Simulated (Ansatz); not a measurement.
Several settings converged on a (100) slab of Zr(VGa2)2 (cut from a parent of space group no. 139; 14 atoms in the cell)

```xyz
14
Lattice="6.4025 0.0000 0.0000 0.0000 5.1369 0.0000 0.0000 0.0000 19.7230" Properties=species:S:1:pos:R:3 pbc="T T T"
Zr     0.0000     0.0000    11.4621
V      3.2012     1.2842    11.4621
V      3.2012     3.8527    11.4621
Ga     5.1416     2.5684    10.2012
Ga     4.4622     0.0000     9.5218
Ga     5.1416     2.5684    12.7230
Ga     4.4622     0.0000     7.0000
Zr     3.2012     2.5684     8.2609
V      0.0000     3.8527     8.2609
V      0.0000     1.2842     8.2609
Ga     1.9403     0.0000     7.0000
Ga     1.2609     2.5684    12.7230
Ga     1.9403     0.0000     9.5218
Ga     1.2609     2.5684    10.2012
```

Base method: PBEsol, default PAW files made with PBE (plane waves; Ansatz, a first-principles code).

Base settings: basis.ecutwfc = 420 eV; kpoints.mp_grid.grid = 3 3 1; hamiltonian.xc = pbesol; hamiltonian.pseudopotentials = {kind: paw} (the program's default PAW files); scf.occupations.method = fermi_dirac; scf.occupations.width = 0.1 eV.

The count of work is k-points × plane waves × bands × iterations; it is no time. 

**The vacuum**

The mesh stays at the base's, so the ladder's end is converged at best in this setting alone.

Only quantities that move along the ladder and can be compared are tabulated.

```csv
vacuum between outermost atoms (Å),free energy less the last step's (meV/atom),largest difference of a force vector from the last step's (eV/Å),count of work / last
3.0,-19.03,0.316,0.24
4.0,0.44,0.068,0.27
5.0,1.34,0.010,0.27
6.0,0.44,0.004,0.29
7.0,0.10,0.002,0.32
8.0,0.02,0.001,0.34
10.0,0.00,0.000,0.44
12.0,0.00,0.000,0.50
14.0,0.00,0.000,0.55
17.0,0.00,0.000,0.63
20.0,0.00,0.000,0.72
25.0,0.00,0.000,0.86
30.0,0.00,0.000,1.0
```

Smallest vacuum between outermost atoms (Å) that holds the forces within 0.02 eV/Å of the last step, with all finer ones: 5.0, at 0.27 of the last step's count of work; the step before is off by 0.068 eV/Å.

Smallest vacuum between outermost atoms (Å) that holds the free energy within 1 meV/atom of the last step, with all finer ones: 6.0, at 0.29 of the last step's count of work; the step before is off by 1.3 meV/atom.

**The k-point mesh**

Only quantities that move along the ladder and can be compared are tabulated.

| kpoints.mp_grid.grid | free energy less the last step's (meV/atom) | largest difference of a force vector from the last step's (eV/Å) | count of work / last |
|---|---|---|---|
| 1 2 1 | 60.98 | 0.493 | 0.029 |
| 2 2 1 | 27.56 | 0.105 | 0.058 |
| 2 3 1 | -14.83 | 0.180 | 0.052 |
| 3 3 1 | -5.69 | 0.089 | 0.052 |
| 3 4 1 | 2.23 | 0.062 | 0.078 |
| 4 4 1 | 1.03 | 0.042 | 0.12 |
| 4 5 1 | -0.66 | 0.013 | 0.12 |
| 5 6 1 | -0.01 | 0.008 | 0.16 |
| 5 7 1 | -0.01 | 0.004 | 0.16 |
| 6 8 1 | 0.03 | 0.002 | 0.26 |
| 7 9 1 | 0.02 | 0.001 | 0.26 |
| 8 10 1 | -0.02 | 0.001 | 0.39 |
| 10 12 1 | -0.01 | 0.000 | 0.55 |
| 12 14 1 | 0.00 | 0.000 | 0.73 |
| 13 17 1 | 0.00 | 0.000 | 1.0 |

Coarsest kpoints.mp_grid.grid that holds the free energy within 5 meV/atom of the last step, with all finer ones: 3 4 1, at 0.078 of the last step's count of work; the step before is off by 5.7 meV/atom.

Coarsest kpoints.mp_grid.grid that holds the forces within 0.01 eV/Å of the last step, with all finer ones: 5 6 1, at 0.16 of the last step's count of work; the step before is off by 0.013 eV/Å.

**The plane-wave cutoff**

The mesh stays at the base's, so the ladder's end is converged at best in this setting alone.

Only quantities that move along the ladder and can be compared are tabulated.

| basis.ecutwfc | free energy less the last step's (meV/atom) | largest difference of a force vector from the last step's (eV/Å) | count of work / last |
|---|---|---|---|
| 210 eV | 4970.61 | 0.390 | 0.17 |
| 250 eV | 1145.65 | 0.214 | 0.20 |
| 295 eV | 156.26 | 0.044 | 0.23 |
| 355 eV | 6.94 | 0.006 | 0.31 |
| 420 eV | 1.25 | 0.000 | 0.40 |
| 505 eV | 0.38 | 0.000 | 0.52 |
| 630 eV | 0.16 | 0.000 | 0.65 |
| 840 eV | 0.00 | 0.000 | 1.0 |

Coarsest basis.ecutwfc that holds the forces within 0.02 eV/Å of the last step, with all finer ones: 355 eV, at 0.31 of the last step's count of work; the step before is off by 0.044 eV/Å.

Coarsest basis.ecutwfc that holds the free energy within 5 meV/atom of the last step, with all finer ones: 420 eV, at 0.40 of the last step's count of work; the step before is off by 6.9 meV/atom.

On the base run: the starting cell comes from a database of computed structures (which also holds hypothetical and non-ambient phases and stackings), without a prior relaxation at this level. The slab is cut from that crystal, and its faces are unrelaxed. Its lattice was rescaled by up to half a per cent. Spin polarisation is off.

Keys are those of Ansatz 0.2.
